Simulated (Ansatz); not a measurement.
**A self-consistent single point of Sb (Im-3m, 1 atom in the cell) with Ansatz (a first-principles code)**

Computed with LDA (PW92), default PAW files made with PBE (plane waves; Ansatz).

Input as run:

Ansatz 0.2 input:
```yaml
crystal:
  lattice:
    - [-1.86198300, 1.86198300, 1.86198300]
    - [1.86198300, -1.86198300, 1.86198300]
    - [1.86198300, 1.86198300, -1.86198300]
  atoms:
    - { symbol: Sb, position_ang: [0.00000000, 0.00000000, 0.00000000] }
basis:
  ecutwfc: 420.0 eV
kpoints:
  mp_grid: { grid: [12, 12, 12] }
hamiltonian:
  xc: lda
  pseudopotentials: { kind: paw }
scf:
  occupations: { method: gaussian, width: 0.1 eV }
output:
  forces: true
  eigenvalues: true
  stress: true
```

Output (repeated stretches shortened):

```
WARN ansatz: RAYON_NUM_THREADS=1 ignored (pool sized by the plan → 1); use --threads N
Pseudopotentials: kind: paw
Pseudopotential: Sb, paw, valence charge 15
Crystal: 1 atoms, lattice volume = 25.822 Å³
Basis set: ecut = 420 eV, 531 PW (Γ)
Bands: 12, of which v1, the nominal top of the filled ones, is band 8 counted from 1 (7 counted from 0)
Symmetry: 48 space group operations
Space group: Im-3m (ITA 229), of the structure as read, at distance tolerance 3.0e-5 Å
k-points: 72 of 1728
PAW frozen core: Sb, regenerated for the run's functional, and the local potential with it
Initial density: superposition of atomic densities (neutral atoms: chi_scale 0, normalization atom), corrected by the library's trained network
Initial wavefunctions: pseudopotential atomic-orbital guess
Eigensolver: davidson
Functional: x = slater, c = lda
SCF iter   1: F=—  HF=-6335.639000 eV  |F-HF|=—  |Δ(HF+E_count)|=         —  Δρ=6.95e-3  dr2=5.09e-3  ethr=1.77e-3  ⟨swp⟩=5.1  Hψ=5062  notcnv=0
all-band conjugate gradients solve this SCF's bands
preconditioner: auto → Kerker (q_TF=auto, 2.492 Å⁻¹)
SCF iter   2: F=—  HF=-6335.636763 eV  |F-HF|=—  |Δ(HF+E_count)|=   2.24e-3  Δρ=3.94e-3  dr2=1.70e-3  ethr=3.40e-5  ⟨swp⟩=1.6  Hψ=1500  notcnv=0
SCF iter   3: F=—  HF=-6335.636128 eV  |F-HF|=—  |Δ(HF+E_count)|=   6.35e-4  Δρ=6.66e-4  dr2=1.24e-4  ethr=1.14e-5  ⟨swp⟩=2.0  Hψ=1191  notcnv=0
SCF iter   4: F=—  HF=-6335.636067 eV  |F-HF|=—  |Δ(HF+E_count)|=   6.13e-5  Δρ=2.40e-4  dr2=2.19e-5  ethr=8.27e-7  ⟨swp⟩=2.0  Hψ=1336  notcnv=0
SCF iter   5: F=—  HF=-6335.636061 eV  |F-HF|=—  |Δ(HF+E_count)|=   5.31e-6  Δρ=1.27e-4  dr2=4.46e-6  ethr=1.46e-7  ⟨swp⟩=1.1  Hψ=849  notcnv=0
SCF iter   6: F=—  HF=-6335.636059 eV  |F-HF|=—  |Δ(HF+E_count)|=   2.01e-6  Δρ=4.36e-5  dr2=4.08e-7  ethr=2.97e-8  ⟨swp⟩=2.7  Hψ=1356  notcnv=0
SCF iter   7: F=-6335.636059 eV  HF=-6335.636059 eV  |F-HF|=9.17e-10  |Δ(HF+E_count)|=   2.81e-7  Δρ=1.79e-6  dr2=9.73e-10  ethr=6.67e-10  ⟨swp⟩=6.8  Hψ=4146  notcnv=0
SCF 1 converged in 7 iterations: F = -6335.636059 eV  dr2 = 9.73e-10
SCF converged after 7 iterations
Free energy (F): -6335.636059 eV
Harris-Foulkes:  -6335.636059 eV  (|F-HF|=9.17e-10)
Internal energy: -6335.632294 eV  (E = F + TS)
E sigma→0 (E₀):  -6335.634176 eV
Entropy (-TS):   -0.003765 eV (-3.765 meV/atom)
Fermi energy:    11.979717 eV
--- Per-component energies (eV) ---
  E_band       = -138.454887
  E_kinetic    = 208.708947
  E_local      = -1405.606589  (includes V_loc(G=0)·N_el)
  E_nonlocal   = 365.785197
  E_hartree    = 642.287080
  E_xc         = -138.452771
  E_vxc        = -98.057467  (∫ρ·V_xc dr)
  E_paw        = -4425.812316  (= ΣΔE_a)
  E_vpaw       = -493.857695  (= ΣTr[D̂ρ^β])
  E_aug_tail   = -0.000002  (compensation charges beyond the density's cutoff)
  E_ewald      = -1583.100663
  E_core_change = 0.558824  (= ΣΔE_core)
  E_smearing   = -0.003765  (= −TS)
  E_closure    = -0.000000  (closes the sum)
  Σ components = -6335.636059   (vs F -6335.636059, Δ=0.00e0)
--- Forces (eV/Å), atoms counted from 1 ---
  atom   1  Sb    -0.00000000     0.00000000     0.00000000
  max |Σ_I F_I| component: 4.93e-31 eV/Å
--- Stress (GPa, compression-positive) ---
       -0.776138       0.000000       0.000000
       -0.000000      -0.776138       0.000000
       -0.000000       0.000000      -0.776138
  P = ⅓ Tr σ = -0.7761 GPa (-7.761 kbar)
  The stress holds the Pulay correction. Without it, at fixed plane waves, as pw.x and ABINIT print it: P = -0.8187 GPa
--- Band table (eV; the first three rows and the last of 72) ---
  k-point 0: bands = ["-17.1816", "-17.1816", "-17.1816", "-17.0981", "-17.0981", "-1.2505", "17.6660", "17.6660", "17.6660", "23.5177", "23.5177", "23.5177"]
  k-point 1: bands = ["-17.1832", "-17.1784", "-17.1725", "-17.1000", "-17.0984", "-1.0996", "16.5289", "17.1825", "17.5333", "22.0812", "22.2925", "23.4212"]
  k-point 2: bands = ["-17.1876", "-17.1704", "-17.1476", "-17.1047", "-17.0995", "-0.6485", "14.1687", "16.1819", "17.1650", "20.7887", "21.1901", "23.2351"]
  k-point 71: bands = ["-17.1840", "-17.1840", "-17.0569", "-17.0569", "-17.0569", "6.3863", "9.8749", "9.8749", "9.8749", "14.9773", "14.9773", "29.3698"]
```

The run converged in 7 iterations.

The starting cell comes from a database of computed structures (which also holds hypothetical and non-ambient phases and stackings), without a prior relaxation at this level. Its lattice was rescaled by up to half a per cent. Spin-orbit coupling is off. Ansatz's pressure includes its estimate of the finite-basis (Pulay) stress.
